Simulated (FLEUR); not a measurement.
Input and output of a self-consistent single point for Ge (Fd-3m, 2 atoms in the cell) (FLEUR).

Level of theory: PBE, all-electron FLAPW (FLEUR), scalar-relativistic valence in FLEUR.

```xyz
2
Lattice="0.0000 2.8544 2.8544 2.8544 0.0000 2.8544 2.8544 2.8544 0.0000" Properties=species:S:1:pos:R:3 pbc="T T T"
Ge     2.8544     2.8544     2.8544
Ge     4.2817     4.2817     4.2817
```

Reference input (self-consistent single point, DFT, PBE, all-electron FLAPW (FLEUR), scalar-relativistic valence): Kmax = 3.6 1/bohr; GmaxXC = 12.6 1/bohr; xcFunctional = pbe; jspins = 1; l_soc = F; mode = hist; fermiSmearingEnergy = 0.00183747 Htr; mesh (inpgen div1-3) = 13 13 13; inpgen gamma flag = false; Gmax = 12.6 1/bohr; numbands = 0; maxIterBroyd = 25. This run's input differs from it in these lines:

```diff
@@ -14,3 +14,3 @@
 &comp jspins=1 /
-&kpt div1=13 div2=13 div3=13 /
+&kpt div1=5 div2=5 div3=5 /
 &end /
```

Output (repeated stretches shortened):

```
 Iteration:     1   Distance:       5.88232838 me/bohr^3
 Iteration:     2   Distance:       5.56913091 me/bohr^3
 Iteration:     3   Distance:       1.00063416 me/bohr^3
 Iteration:     4   Distance:       0.33765991 me/bohr^3
 Iteration:     5   Distance:       0.27919801 me/bohr^3
   [... 4 lines left out ...]
 Iteration:    10   Distance:       0.00115341 me/bohr^3
 Iteration:    11   Distance:       0.00005932 me/bohr^3
 Iteration:    12   Distance:       0.00008184 me/bohr^3
 Iteration:    13   Distance:       0.00000477 me/bohr^3
 Run finished successfully
 Stop message:
   Structural relaxation: Done

[file out, last iteration]
             iter=     14
[...]
          total density-effective poten   -6.7033408549E+03
          total charge density-energy d   -1.5954381740E+02
 Updated energy parameters for spin:           1
[...]
 fermi energy and band-weighting factors:

[...]
FERMIE:
          first approx. to ef    (T=0)  :   0.215047 htr   (energy of the highest occ. eigenvalue)
          number of occ. states  (T=0)  :        140
          first approx. to seigv (T=0)  : -13.669449 htr
          sum of weights of occ. states :  14.000000
          sum of semicore charge        :   0.000000 e
FERHIS:  Fermi-Energy by histogram:
          bandgap                     :   0.000000 htr
   [... lines left out ...]
          charge neutrality (T=0)     :   0.000000    (zero if the highest occ. eigenvalue is "entirely" occupied)
     EF_NEWTON:  Adjust Fermi-Energy by Newton-Method.
 Direct bandgap for spin            1 :    5.1597912388396977E-002  Htr
   [... lines left out ...]
 ---->    (input%tkb*entropy) TS=              0.0000973187 htr
 ---->    free energy=                     -4198.1783135083 htr
      extrapolation for T->0
 ---->    total electron energy=           -4198.1782648490 htr
 ***** TOTAL FORCES ON ATOMS *****
 TOTAL FORCE FOR ATOM TYPE=  1  X=  4.046   Y=  4.046   Z=  4.046
                       FX_TOT= 0.000000 FY_TOT= 0.000000 FZ_TOT= 0.000000
 Structural relaxation: Done
```

The run converged in 13 iterations. FLEUR gives forces in its relaxation mode, with a further iteration, so its stop message speaks of a relaxation. Against the reference run the free energy goes up by 48.9 meV/atom.

The starting cell comes from a database of computed structures (which also holds hypothetical and non-ambient phases and stackings), without a prior relaxation at this level. Its lattice was rescaled by a random factor within 2.5 % of one. Values depend on the basis (sphere radii, cutoffs, local orbitals), which need not be converged. The log's line on a gap gives a spacing of levels on this mesh, which the program prints for metals too.
